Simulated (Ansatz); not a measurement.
Base system: CuI in the zinc blende structure (space group F-43m, No. 216; a = 5.9393 Å).

One thing is altered: every I is replaced by Cl, then cell and atoms are relaxed.

Levels (all Ansatz, an electronic-structure program, PAW): PBEsol (420 eV, no spin-orbit coupling); HSE06+SOC (420 eV, noncollinear with spin-orbit coupling).

The geometry is relaxed with PBEsol.

- PBEsol lowest conduction level above the VBM at special points = Γ 0.55 eV; L 2.90 eV; X 3.25 eV
- PBEsol valence-band top at Γ = 0.00, 0.00, 0.00 eV

Question: What does HSE06+SOC give at this geometry for the lowest conduction level above the VBM at special points and valence-band top at Γ?

Answer: The lowest conduction level above the VBM at special points becomes Γ 2.40 eV; L 4.83 eV; X 4.88 eV (PBEsol: Γ 0.55 eV; L 2.90 eV; X 3.25 eV); the valence-band top at Γ (three highest Kramers pairs, from the VBM) goes from 0.00, 0.00, 0.00 eV to 0.00, -0.08, -0.08 eV.

Single points use the geometry relaxed with PBEsol. The spin-orbit shifts are approximate. The levels and masses belong to the bands next to the band gap. Whether these cells are dynamically stable was not tested. No Hubbard U is applied. The runs without spin-orbit coupling are not spin-polarised.
